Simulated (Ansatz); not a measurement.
Take MnPbO₃ in the cubic perovskite structure (space group Pm-3m, No. 221; a = 3.840 Å; ferromagnetic; a model cell, its experimental status unchecked) as the base. Axes: x, y, z lie along the cube axes.

All numbers come from r2SCAN, PAW, 500 eV (Ansatz, an electronic-structure program; without spin-orbit coupling).

Strains are applied to the cell and any free atomic positions relax; under stress the whole cell relaxes.

One change was made to it. Results:

The energy goes up by 23 meV/atom; the shortest interatomic distance stays 1.920 Å; the band gap stays zero.

### Question
Which of these changes matches the shifts?
A. tensor shear ε_xz = +1.15 %
B. uniaxial stress, 1 GPa tension along z
C. tensor shear ε_xy = +0.86 %
D. tensor shear ε_xz = +3.81 %

### Answer
D, tensor shear ε_xz = +3.81 %. For comparison, the energy relative to the base in the other runs: tensor shear ε_xy = +0.86 % gives +1.2 meV/atom; tensor shear ε_xz = +1.15 % gives +2.1 meV/atom; uniaxial stress, 1 GPa tension along z gives +0.2 meV/atom.

Without a gap, meshes like the base's 12×12×12 leave anisotropic stresses uncertain by several tenths of a GPa, and small strain energies with them. Beyond what the load breaks, stability against distortions was not tested. No Hubbard U is applied and the magnetic state is the run's own (MnPbO3 ferromagnetic); other magnetic orders, which need larger cells, were not tried and can change the gap. Many cubic perovskites are stable only at high temperature; tilts and polar distortions were not tested.
